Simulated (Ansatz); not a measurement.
## GaN, response to strain

Take GaN in the zinc blende structure (space group F-43m, No. 216) as the base.

```yaml
crystal:
  lattice:
    - [0.00000, 2.24904, 2.24904]
    - [2.24904, 0.00000, 2.24904]
    - [2.24904, 2.24904, 0.00000]
  atoms:
    - { symbol: Ga, position: [0.00000, 0.00000, 0.00000] }
    - { symbol: N, position: [0.25000, 0.25000, 0.25000] }
```

Cartesian axes are those of the cell as printed.

Strains are applied to the cell and any free atomic positions relax; under biaxial strain the out-of-plane vector relaxes too.

Level of theory: PBEsol (Ansatz, a first-principles code; PAW; 420 eV plane waves; no spin-orbit coupling).

Candidates:
(a) biaxial strain −2.08 %, plane normal [111], relaxed out of plane
(b) biaxial strain +0.42 %, plane normal [111], relaxed out of plane
(c) biaxial strain +0.83 %, plane normal [111], relaxed out of plane
(d) biaxial strain −1.67 %, plane normal [111], relaxed out of plane

Order them by out-of-plane strain, highest first.

(a) biaxial strain −2.08 %, plane normal [111], relaxed out of plane (+0.96 %), (d) biaxial strain −1.67 %, plane normal [111], relaxed out of plane (+0.77 %), (b) biaxial strain +0.42 %, plane normal [111], relaxed out of plane (-0.18 %), (c) biaxial strain +0.83 %, plane normal [111], relaxed out of plane (-0.37 %)

Stability against distortions was not tested. This is not the structure that GaN has at room temperature and ambient pressure.
